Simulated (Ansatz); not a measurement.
Abridged Ansatz (a first-principles code) output:

```
Pseudopotential: Ti, paw, valence charge 12
Pseudopotential: I, paw, valence charge 17
Crystal: 3 atoms, lattice volume = 78.791 Å³
Basis set: ecut = 420 eV, 1547 PW (Γ), exchange–correlation on 50×50×90 points (8 copies of the dense FFT grid, shifted against one another)
Bands: 27, of which v1, the nominal top of the filled ones, is band 23 counted from 1 (22 counted from 0)
Symmetry: 12 space group operations
k-points: 165 of 1575
Functional: x = pbesol(κ = 0.804, μ = 0.12345679012345678), c = pbesol(β = 0.046)
SCF iter   1: F=—  HF=-17341.707641 eV  |F-HF|=—  |Δ(HF+E_count)|=         —  Δρ=3.56e-3  dr2=1.33e-2  ethr=1.77e-3  ⟨swp⟩=6.3  Hψ=20676  notcnv=0
SCF iter   2: F=—  HF=-17341.705023 eV  |F-HF|=—  |Δ(HF+E_count)|=   2.62e-3  Δρ=2.27e-3  dr2=7.38e-3  ethr=2.89e-5  ⟨swp⟩=2.1  Hψ=10248  notcnv=0
SCF 1 converged in 9 iterations: F = -17341.703062 eV  dr2 = 1.74e-11
SCF converged after 9 iterations
Free energy (F): -17341.703062 eV
Internal energy: -17341.680681 eV  (E = F + TS)
E sigma→0 (E₀):  -17341.691872 eV
Entropy (-TS):   -0.022381 eV (-7.460 meV/atom)
Fermi energy:    11.824511 eV
  E_disp       = -1.301675  (pairwise vdW)
--- Forces (eV/Å), atoms counted from 1 ---
  atom   1  Ti     0.00000000    -0.00000000     0.00000000
  atom   2  I     -0.00000000     0.00000000    -0.00013348
  atom   3  I      0.00000000    -0.00000000     0.00013348
--- Stress (GPa, compression-positive) ---
        0.002230       0.000000      -0.000000
        0.000000       0.002230       0.000000
       -0.000000       0.000000      -0.007017
  P = ⅓ Tr σ = -0.0009 GPa (-0.009 kbar)
```

Q: What was computed, and what are the main results?

A: TiI2, 3 atoms in the cell, with plane-wave PAW DFT at the PBEsol-D3(BJ) level (Ansatz, 420 eV), scalar-relativistic without spin-orbit coupling. The last SCF converged to F = -17341.703062 eV, or -5780.5677 eV per atom, at a pressure of 0.00 GPa. The total energy compares only with runs of the same code, potentials and settings.

Whether these cells are dynamically stable was not tested. All final runs are without spin polarisation. The cell was made from TiTe2 by this change: Te → I; the result is a model cell, its experimental status unchecked. TiI2 has a high density of states at the Fermi level and may be magnetic at this level.
